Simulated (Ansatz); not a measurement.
The starting structures come from a database of crystals and need not be the phases stable at ambient conditions.

By LDA, the system below comes out a metal.

Without scattering a metal conducts by its projected Fermi surface.

Input:

```
CELL_PARAMETERS angstrom
      3.08334     0.00000     0.00000
      0.00000     4.36050     0.00000
      0.00000     2.18025     2.18025
ATOMIC_POSITIONS crystal
  Sb 0.00000 0.00000 0.00000
```

The cell is taken as given; by LDA it stands under a pressure of -2.5 GPa.

The current flows along the normal of the first two printed cell vectors, the (110) plane of the conventional cell. No spin-orbit coupling; the value is a mean over 0.1 eV about the Fermi level.

Estimate the ballistic conductance per area that Ansatz (a program for electronic structure) with LDA returns for this system.

1.1 × 10¹⁵ S/m² for both spins.
